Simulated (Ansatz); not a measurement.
Worked example: zone-centre phonon calculation of Ti₂O (P-3m1, 3 atoms in the cell) in Ansatz (a first-principles code).

Computed with LDA (PW92), default PAW files made with PBE (plane waves; Ansatz).

```xyz
3
Lattice="2.9452 0.0000 0.0000 -1.4726 2.5506 0.0000 0.0000 0.0000 4.8079" Properties=species:S:1:pos:R:3 pbc="T T T"
Ti     0.0000     1.7004     3.5100
Ti     1.4726     0.8502     1.2979
O      0.0000     0.0000     0.0000
```

Reference input (self-consistent single point, DFT, LDA (PW92), plane waves, default PAW files made with PBE): basis.ecutwfc = 420 eV; kpoints.mp_grid.grid = 13 13 7; hamiltonian.xc = lda; hamiltonian.pseudopotentials = {kind: paw} (the program's default PAW files); scf.occupations.method = fermi_dirac; scf.occupations.width = 0.1 eV. This run's input differs from it in these lines:

Ansatz 0.2 input:
```diff
@@ -10,3 +10,3 @@
 basis:
-  ecutwfc: 420.0
+  ecutwfc: 630.0
 kpoints:
@@ -18,6 +18,4 @@
   occupations: { method: fermi_dirac, width: 0.1 }
-output:
-  forces: true
-  eigenvalues: true
-  stress: true
+phonons:
+  method: dfpt
```

Output (repeated stretches shortened):

```
SCF iter   1: F=—  HF=-5459.240811 eV  |F-HF|=—  |Δ(HF+E_count)|=         —  Δρ=1.30e-2  dr2=5.19e-2  ethr=1.77e-3  ⟨swp⟩=4.5  Hψ=53721  notcnv=0
all-band conjugate gradients solve this SCF's bands
automatic band count: the SCF goes on with 23 bands, as 19 were too few: they end inside the smearing window of the response
preconditioner: auto → Kerker (q_TF=auto, 2.645 Å⁻¹)
   [... lines left out ...]
SCF iter   7: F=—  HF=-5459.229834 eV  |F-HF|=—  |Δ(HF+E_count)|=   2.98e-7  Δρ=5.47e-6  dr2=9.26e-9  ethr=1.61e-9  ⟨swp⟩=2.0  Hψ=8745  notcnv=0
SCF iter   8: F=—  HF=-5459.229834 eV  |F-HF|=—  |Δ(HF+E_count)|=   1.34e-9  Δρ=1.37e-6  dr2=7.69e-10  ethr=3.09e-11  ⟨swp⟩=2.2  Hψ=9190  notcnv=0
SCF iter   9: F=—  HF=-5459.229834 eV  |F-HF|=—  |Δ(HF+E_count)|=  1.82e-10  Δρ=3.44e-7  dr2=3.86e-11  ethr=2.56e-12  ⟨swp⟩=2.7  Hψ=11081  notcnv=0
SCF iter  10: F=-5459.229834 eV  HF=-5459.229834 eV  |F-HF|=1.82e-12  |Δ(HF+E_count)|=  1.18e-11  Δρ=8.91e-8  dr2=2.11e-12  ethr=1.00e-12  ⟨swp⟩=5.2  Hψ=24779  notcnv=0
SCF 1 converged in 10 iterations: F = -5459.229834 eV  dr2 = 2.11e-12
DFPT response loops at Γ: preconditioner auto → Kerker (q_TF=auto, 2.645 Å⁻¹) (partly filled bands, converged f_vac=0.000) …
Free energy (F): -5459.229834 eV
Internal energy: -5459.191504 eV  (E = F + TS)
E sigma→0 (E₀):  -5459.210669 eV
Entropy (-TS):   -0.038331 eV (-12.777 meV/atom)
Fermi energy:    15.083324 eV
--- Phonons (Γ-DFPT): 4 representative perturbations + reference, on 322 of 1183 k-points (Σ response iterations 12) ---
  k mesh reduced under 2 symmetry operations, with k and −k counted as one. Each operation leaves every solved perturbation unchanged …
  ASR residual: 6.976e-4 → 0.000e0 eV/Å²; symmetrization residual: 3.602e-6 eV/Å²
  ASR residual per site (eV/Å²): 6.98e-4 6.98e-4 6.50e-5
  Γ frequencies (cm⁻¹): 0.00 0.00 0.00 147.37 147.37 294.74 391.52 391.52 468.69
  non-analytic LO–TO correction: not included (Born effective charges unavailable; polar crystals: no LO–TO splitting at Γ)
```

The run converged in 10 iterations. 

Summary of the result:
```
Quantity                                                                                  Value
--------------------------------------------------------  -------------------------------------
Free energy E − TS (on the zero of these files)                                   -5459.2298 eV
Fermi level (on the code's own zero)                                                   15.08 eV
Zone-centre frequencies (cm⁻¹; negative means imaginary)  0, 0, 0, 147, 147, 295, 392, 392, 469
```

The starting cell comes from a database of computed structures (which also holds hypothetical and non-ambient phases and stackings), without a prior relaxation at this level. Its lattice was rescaled by up to half a per cent. Spin polarisation is off, so a magnetic state, if there is one, cannot be reached.

Cost on one core of a shared machine: roughly 3 min.
